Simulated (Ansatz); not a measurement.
Start from KF in the rock salt structure (space group Fm-3m, No. 225; a = 5.3183 Å). Axes: x, y, z lie along the cube axes.

The values are results of Ansatz (an electronic-structure program), r2SCAN, PAW, cutoff 500 eV, no spin-orbit coupling, not measurements.

Perturbation: a free-standing slab of 7 layers (14 atoms, 2 a layer) is cut normal to the z axis, with 15 Å of vacuum and the in-plane cell held at bulk.

Q: How does this affect the excess energy per area of both faces and gap character?

A: The excess energy per area of both faces (slab less bulk energy over the cell's area: twice a surface energy) is 0.46 J/m²; the gap character comes out as direct at Γ.

The excess energy carries the mismatch between the slab's and the bulk's meshes. No phonon test of stability was made. Labels are those of the standard path for the cell's own space group.
